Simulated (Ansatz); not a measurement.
We consider CsCl-type HfRu, described by LDA (PAW; Ansatz, a program for electronic structure).

Run with plane-wave cutoff 520 eV, 18×18×18 k mesh, Fermi–Dirac smearing 0.05 eV, no spin polarisation, scalar-relativistic PAW data made under PBE.

Computed at the level's own relaxed cell.

Give the computed lattice constant a and bulk modulus B0.


- lattice constant a = 3.182 Å
- bulk modulus B0 = 226 GPa

The run finds no gap.

Note: the bulk modulus is −V dP/dV from two relaxed cells at ±2 % in volume.

Spin–orbit coupling is not included.

The computed numbers hold no vibrational or temperature effects.

The result took roughly 50 core-seconds.
